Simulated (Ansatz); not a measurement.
## A computed series for AlNi: pressure series

Start from AlNi in the CsCl type structure (space group Pm-3m, No. 221; a = 2.863 Å; non-magnetic).

Cell and atoms are relaxed at each pressure.

Calculations: r2SCAN (Ansatz, a program for electronic structure), no SOC.

| pressure (GPa) | volume per atom (Å³/atom) |
|---|---|
| -2 | 11.872 |
| -1 | 11.802 |
| 0 | 11.735 |
| 3 | 11.545 |
| 15 | 10.913 |
| 30 | 10.316 |
| 50 | ? |
| 75 | 9.145 |
| 100 | 8.700 |

### Question
Fit the third-order Birch–Murnaghan form P(V) = (3B₀/2)[(V₀/V)^(7/3) − (V₀/V)^(5/3)]·[1 + (3/4)(B₀′ − 4)((V₀/V)^(2/3) − 1)] (squares taken in P) to the rows shown and predict the withheld row.

### Answer
Least squares on the printed values gives V₀ = 11.735 Å³/atom, B₀ = 178 GPa, B₀′ = 4.2; this predicts 9.714 Å³/atom, and the run gives 9.714 Å³/atom, in agreement.

Measured bulk modulus of AlNi: 156 GPa (room temperature; as listed in Yamada, Ryo, Mohri, Tetsuo, arXiv (2019)); the computed value is for a static lattice, so the two differ by thermal effects too.

Load acts through the strain it causes; cell and atoms are relaxed under it. Stability against distortions was not tested. No other phases were tried under pressure. Starting moments died away, wholly or in part, for the base; another magnetic solution may exist. All final runs are without spin polarisation.
